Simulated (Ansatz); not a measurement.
**Rh, response to strain**

Base system: Rh in the fcc (Cu type) structure (space group Fm-3m, No. 225; a = 3.755 Å; relaxed with 0.1 eV smearing). Axes: x, y, z lie along the cube axes.

Strains are applied to the cell and any free atomic positions relax.

Calculations: LDA, PAW, 420 eV (Ansatz, a program for electronic structure; no SOC).

Notes on the quantities. energy relative to the base: free energy F; pressure: mean of the normal stresses, compression positive.

```tsv
variant	energy relative to the base	pressure	volume per atom
base	0 meV/atom	0.0 GPa	13.24 Å³
uniaxial strain ε_zz = −3.00 %	+20 meV/atom	10.5 GPa	12.84 Å³
uniaxial strain ε_zz = −2.50 %	+14 meV/atom	8.6 GPa	12.91 Å³
uniaxial strain ε_zz = −2.00 %	+8.6 meV/atom	6.8 GPa	12.97 Å³
uniaxial strain ε_zz = −0.50 %	+0.5 meV/atom	1.6 GPa	13.17 Å³
uniaxial strain ε_zz = +0.50 %	+0.5 meV/atom	-1.5 GPa	13.30 Å³
uniaxial strain ε_zz = +1.00 %	+2.0 meV/atom	-3.0 GPa	13.37 Å³
uniaxial strain ε_zz = +1.50 %	+4.5 meV/atom	-4.5 GPa	13.44 Å³
uniaxial strain ε_zz = +2.50 %	+12 meV/atom	-7.2 GPa	13.57 Å³
uniaxial strain ε_zz = +3.00 %	+17 meV/atom	-8.5 GPa	13.63 Å³
```

Stability against distortions was not tested. The final runs are not spin-polarised. Rh lies near a magnetic instability that expansion can trigger; it was not tested.
